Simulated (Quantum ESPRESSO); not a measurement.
# Habitual settings against a tight run: Sr₃Al₂Ge₂ (Immm, 7 atoms in the cell)

Self-consistent single point.

```
CELL_PARAMETERS angstrom
      2.09470     2.40850     9.52999
     -2.09470     2.40850     9.52999
     -2.09470    -2.40850     9.52999
ATOMIC_POSITIONS crystal
  Sr 0.31535 0.50000 0.81535
  Sr 0.68465 0.50000 0.18465
  Sr 0.00000 0.00000 0.00000
  Al 0.43341 0.00000 0.43341
  Al 0.56659 0.00000 0.56659
  Ge 0.85946 0.50000 0.35946
  Ge 0.14054 0.50000 0.64054
```

Computed with PBEsol, PSlibrary ultrasoft (PBE) pseudopotentials (plane waves; Quantum ESPRESSO).

Base settings: ecutwfc = 45 Ry; ecutrho = 315 Ry; occupations = smearing; smearing = cold; degauss = 0.0099958 Ry; input_dft = pbesol; K_POINTS = automatic 5 5 5 0 0 0; conv_thr = 1e-11 Ry; mixing_beta = 0.7.

Tight run (finer mesh or higher cutoff; not a proven limit): ecutwfc: 45 Ry → 63 Ry; ecutrho: 315 Ry → 441 Ry; conv_thr: 1e-11 Ry → 7.3e-11 Ry; K_POINTS: automatic 5 5 5 0 0 0 → automatic 7 7 7 0 0 0. It gave Fermi level (on the code's own zero) 7.05 eV; pressure 0.45 GPa; largest force (vector length) 0.147 eV/Å.

Quick runs, as changes from the base:
- A: ecutwfc: 45 Ry → 27 Ry; ecutrho: 315 Ry → 189 Ry; smearing: cold → fd; degauss: 0.0099958 Ry → 0.0147 Ry; input_dft: pbesol → default; conv_thr: 1e-11 Ry → 7.3e-05 Ry; pseudopotentials: {Sr: Sr.pbe-spn-rrkjus_psl.1.0.0.UPF, Al: Al.pbe-n-rrkjus_psl.1.0.0.UPF, Ge: Ge.pbe-n-rrkjus_psl.1.0.0.UPF} → {Sr: Sr.pz-spn-rrkjus_psl.1.0.0.UPF, Al: Al.pz-n-rrkjus_psl.1.0.0.UPF, Ge: Ge.pz-n-rrkjus_psl.1.0.0.UPF}; K_POINTS: automatic 5 5 5 0 0 0 → automatic 1 1 1 0 0 0 [LDA (PZ)]
- B: ecutwfc: 45 Ry → 27 Ry; ecutrho: 315 Ry → 189 Ry; degauss: 0.0099958 Ry → 0.036749 Ry; conv_thr: 1e-11 Ry → 7.3e-06 Ry; K_POINTS: automatic 5 5 5 0 0 0 → automatic 3 3 3 1 1 1
- C: ecutwfc: 45 Ry → 36 Ry; ecutrho: 315 Ry → 252 Ry; K_POINTS: automatic 5 5 5 0 0 0 → automatic 2 2 2 0 0 0
- D: ecutwfc: 45 Ry → 22 Ry; ecutrho: 315 Ry → 154 Ry; smearing: cold → mp; K_POINTS: automatic 5 5 5 0 0 0 → automatic 2 2 2 0 0 0

Energies are extrapolated to zero smearing width, which holds to low order in the width alone (under cold and Methfessel-Paxton smearing the free energy itself is taken).

Dashes: energy of A, another energy zero; time of A, under 30 s.

† marks runs with another functional, U, potentials or spin treatment: their distance from the tight run is not a convergence error alone.

The count of work is k-points × plane waves × bands × iterations; it is no time. Core times come from one kind of shared machine and are given to one figure; runs under 30 s give none.

The starting cell comes from a database of computed structures (which also holds hypothetical and non-ambient phases and stackings), without a prior relaxation at this level. Its lattice was rescaled by a random factor within 2.5 % of one.

| run | energy less tight (meV/atom) | pressure less tight (GPa) | largest miss in a force vector (eV/Å) | count of work / tight | core time / tight (rough) |
|---|---|---|---|---|---|
| A† | – | -0.14 | 2.872 | 0.0023 | – |
| B | 93.1 | -1.08 | 0.162 | 0.022 | 0.03 |
| C | 127.1 | -0.21 | 0.324 | 0.042 | 0.07 |
| D | 286.2 | -3.86 | 0.326 | 0.020 | 0.03 |

Among the runs at the tight run's level, the energy misses run from 93.1 to 286.2 meV/atom.

Left out of this page: 1 run of the series outside the window shown, repeating another row's setting, or not comparable.
